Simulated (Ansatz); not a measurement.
Consider AlRu in the CsCl type structure (space group Pm-3m, No. 221; a = 2.955 Å; relaxed with 0.1 eV smearing).

Method: LDA/PAW in Ansatz (an electronic-structure program), without spin-orbit coupling.

Strains are applied to the cell and any free atomic positions relax.

One change was made to it. Results:

The energy increases by 48 meV/atom; the pressure goes from zero to -14.5 GPa.

Task: Which change produced these results?
A) isotropic strain +1.50 %
B) isotropic strain −2.00 %
C) isotropic strain +2.50 %

Result: C, isotropic strain +2.50 %. For comparison, the energy relative to the base in the other runs: isotropic strain +1.50 % gives +18 meV/atom; isotropic strain −2.00 % gives +36 meV/atom.

Stability against distortions was not tested. All final runs are without spin polarisation.
